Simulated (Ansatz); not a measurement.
Pressure series in FeNi3

Base system: FeNi₃ in the Cu3Au type structure (space group Pm-3m, No. 221; a = 3.5143 Å; ferromagnetic).

Cell and atoms are relaxed at each pressure.

Calculations: r2SCAN (Ansatz, a program for electronic structure, PAW, no spin-orbit coupling).

Two rows of this table had their results exchanged by mistake.

```
pressure          volume per atom (Å³)  shortest distance (Å)  band gap
----------------  --------------------  ---------------------  --------
pressure −2 GPa                  10.95                  2.493      zero
pressure −1 GPa                  10.90                  2.489      zero
pressure 0.3 GPa                 10.84                  2.484      zero
pressure 0.7 GPa                 10.82                  2.482      zero
pressure 1.5 GPa                 10.78                  2.479      zero
pressure 3 GPa                   10.70                  2.474      zero
pressure 5 GPa                   10.40                  2.450      zero
pressure 7.5 GPa                 10.50                  2.458      zero
pressure 10 GPa                  10.61                  2.466      zero
```

### Question
Which two?

### Answer
The rows for pressure 5 GPa and pressure 10 GPa: the volume has to fall steadily with pressure, so 10.61 Å³ belongs to pressure 5 GPa and 10.40 Å³ to pressure 10 GPa.

The magnetic state is the one reached from the starting moments; the real material's order can differ, and small cells can't hold many antiferromagnetic ones. Load acts through the strain it causes; cell and atoms are relaxed under it. No phonon test of stability was made. No other phases were tried under pressure.
